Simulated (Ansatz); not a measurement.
# PtS: pressure 22.5 GPa

Take PtS (space group P4_2/mmc, No. 131; a = 3.475 Å, c = 6.067 Å) as the base.

It is then changed as follows: cell and atoms relaxed at a pressure of 22.5 GPa.

The values are results of plane-wave PAW DFT at the PBEsol level (Ansatz, a quantum-chemistry and plane-wave program, 420 eV), spin-orbit coupling left out, not measurements. k-mesh 10×10×6 (Γ-centred); smearing 0.05 eV (Fermi–Dirac).

* **Volume per atom**: 16.08 Å³ (base 18.32 Å³)
* **Density**: 11.73 g/cm³ (base 10.30 g/cm³)
* **Lattice parameter a**: 3.233 Å (base 3.475 Å)
* **c/a ratio**: 1.903 (base 1.746)
* **Shortest interatomic distance**: 2.232 Å (base 2.306 Å)
* **Enthalpy H = E + PV relative to the base's energy**: +2.40 eV/atom
* **Band gap**: 0.07 eV (base 0.52 eV)
* **Gap character**: indirect, M → X (base direct at M)
* **Smallest direct gap**: 0.39 eV (base 0.52 eV)
* **Width of the top valence band**: 2.35 eV (base 1.62 eV)

Cost of the whole job for the changed cell (relaxation, final SCF and bands): roughly 40 core-seconds.

With Pt present, leaving out spin-orbit coupling can change the band edges. Load acts through the strain it causes; cell and atoms are relaxed under it. Whether these cells are dynamically stable was not tested. No other phases were tried under pressure. A zero or small gap of PtS under pressure 22.5 GPa can be the functional's error rather than a property of the material.
